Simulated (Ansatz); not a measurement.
Start from SiC in the wurtzite structure (space group P6_3mc, No. 186; a = 3.076 Å, c = 5.048 Å).

It is then changed as follows: a hydrostatic pressure of 0.3 GPa.

Levels (all Ansatz, an electronic-structure program, PAW): PBEsol (420 eV, scalar-relativistic without spin-orbit coupling); r2SCAN (500 eV, spin-orbit coupling left out); HSE06 (420 eV, no spin-orbit coupling).

At the geometry relaxed with PBEsol, these levels gave the following band gaps, in shuffled order: (a) 2.12 eV, (b) 3.16 eV, (c) 2.65 eV.

Question: Match each gap to its level.

Answer: (a) PBEsol; (b) HSE06; (c) r2SCAN.

Single points use the geometry relaxed with PBEsol. The hybrid gap comes from the SCF mesh plus the semilocal run's edge points and a few special points and is an upper bound. Load acts through the strain it causes; cell and atoms are relaxed under it. Stability against distortions was not tested.
